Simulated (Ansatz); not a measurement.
For PdIn (model structure, within 0.1 Å of Pm-3m, No. 221, 2 atoms in the cell), PBEsol in Ansatz (PAW) gives:

- bulk modulus = 137 GPa
- cohesive energy = 4.12 eV/atom

Task: What does r²SCAN (plane waves, PAW; Ansatz, a quantum-chemistry and plane-wave program) give for the same quantities?

Result: 
- bulk modulus: 133 GPa (shrinks by 2.9 %)
- cohesive energy: 3.81 eV/atom (shrinks by 0.31 eV/atom)

Changes are worked out from the printed values.

Unless a cell is named, each level is at its own relaxed cell (PBEsol 17.12, r²SCAN 17.44 Å³/atom).

Levels without +SOC leave out spin–orbit coupling, which shifts energies and cells of such heavy elements.

The crystal itself was run without spin with PBEsol, r²SCAN; a magnetic state was not tried in these runs.

Caveats: the bulk modulus is −V dP/dV from two relaxed cells at ±2 % in volume (PBEsol, r²SCAN). Ansatz's density-functional and Hartree–Fock values are scalar-relativistic unless marked +SOC, with PAW data made under PBE.

A model structure was made by putting elements into a prototype or built by hand; here it ended with the formula and space group of a phase in our tables.
